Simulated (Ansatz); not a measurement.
Consider MgO in the rock salt structure (space group Fm-3m, No. 225; a = 4.204 Å). Axes: x, y, z lie along the cube axes.

All numbers come from r2SCAN in Ansatz (plane waves to 500 eV, PAW, no spin-orbit coupling).

Strains are applied to the cell and any free atomic positions relax; under biaxial strain the out-of-plane vector relaxes too.

One change was made to it. Results:

```json
[
 {"quantity": "band gap", "base": "5.68 eV", "after": "4.91 eV"},
 {"quantity": "energy relative to the base (free energy F)", "base": "0 meV/atom", "after": "+29 meV/atom"},
 {"quantity": "pressure", "base": "0.01 GPa", "after": "-11.25 GPa"}
]
```

Task: What was done to the base?
A. isotropic strain +2.68 %
B. tensor shear ε_xz = −0.69 %
C. biaxial strain +2.82 %, plane normal [001], relaxed out of plane
D. uniaxial strain ε_zz = +2.37 %

Result: A, isotropic strain +2.68 %. For comparison, the band gap in the other runs: biaxial strain +2.82 %, plane normal [001], relaxed out of plane gives 5.25 eV; tensor shear ε_xz = −0.69 % gives 5.63 eV; uniaxial strain ε_zz = +2.37 % gives 5.41 eV.

Semilocal Kohn–Sham gaps tend to fall short of experiment. No phonon test of stability was made.

Ansatz is a first-principles code.
